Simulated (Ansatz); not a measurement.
hcp Tb was calculated with PBE (PAW; Ansatz, an electronic-structure program).

Numerical settings: plane-wave cutoff 520 eV, 18×18×10 k mesh (along the axes of the cell as run), Fermi–Dirac smearing 0.05 eV, spin-polarised with parallel moments, scalar-relativistic PAW data made under PBE.

The volume scan:

```json
[
 {"V (Å³/atom)": "31.019", "E − E_lowest (meV/atom)": "4.40", "P (GPa)": "1.123"},
 {"V (Å³/atom)": "31.665", "E − E_lowest (meV/atom)": "1.07", "P (GPa)": "0.537"},
 {"V (Å³/atom)": "32.311", "E − E_lowest (meV/atom)": "0.00", "P (GPa)": "0.004"},
 {"V (Å³/atom)": "32.957", "E − E_lowest (meV/atom)": "0.98", "P (GPa)": "-0.482"},
 {"V (Å³/atom)": "33.604", "E − E_lowest (meV/atom)": "3.83", "P (GPa)": "-0.927"}
]
```

Task: Estimate the bulk modulus from the pressures at 31.665 and 32.957 Å³/atom, and compare it with a fit to all energies.

Result: B = −V dP/dV. Between V = 31.665 and 32.957 Å³/atom, dP/dV = (-0.482 − (0.537))/(32.957 − 31.665) = -0.789 GPa per Å³/atom; at the midpoint 32.311 Å³/atom this gives B ≈ 25.5 GPa. The third-order Birch–Murnaghan fit gives V0 = 32.316 Å³/atom, B0 = 25.4 GPa, B′ = 3.6, which lies within 1 % of that estimate.

Shape and atoms are relaxed at each volume.

Measured, for comparison: bulk modulus 38.7 GPa (room temperature, not corrected to a static lattice; as tabulated in Wikipedia's data pages); equilibrium volume per atom 32.07 Å³/atom (room temperature, not corrected to a static lattice; as tabulated in Söderlind et al. (2014), doi:10.1088/0953-8984/26/41/416001). Computed (rounded) less measured: bulk modulus -34 %, equilibrium volume per atom +0.8 %.

Note: the 4f shell is treated without U or exact exchange, so its levels and filling can be wrong; the collinear magnetic order is the start's and need not be the measured one; the bulk modulus comes from volumes at which shape and atoms were relaxed.

Spin–orbit coupling is not included.

Computed values are for the static lattice.
